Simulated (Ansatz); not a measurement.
Cells marked so need not be the phases stable at ambient conditions, and some may be hypothetical.

By PBEsol, each system below comes out a metal.

G/A = (e²/h) × open channels of both spins per area, as a mean over 0.1 eV about the Fermi level, without spin-orbit coupling, for the cells as given.

A. TiAl2 (I4_1/amd, not sure to be the ambient phase, 12 atoms a cell, 15.7 Å³ an atom), current normal to (101)
B. LaHg (Pm-3m, CsCl type, not sure to be the ambient phase, 2 atoms a cell, 29.6 Å³ an atom, -2 GPa at this level), current normal to (110)
C. Hf (Fm-3m, fcc (Cu type), not sure to be the ambient phase, 1 atom a cell, 22.3 Å³ an atom, -4 GPa at this level), current normal to (111)
D. NbH2 (Fm-3m, fluorite, not sure to be the ambient phase, 3 atoms a cell, 7.9 Å³ an atom, -6 GPa at this level), current normal to (111)

Question: Put the candidates in order of ballistic conductance per area, lowest first, for PBEsol (Ansatz, a quantum-chemistry and plane-wave program).

Answer: A (0.40 × 10¹⁵ S/m²), B (0.69 × 10¹⁵ S/m²), D (0.89 × 10¹⁵ S/m²), C (1.3 × 10¹⁵ S/m²)
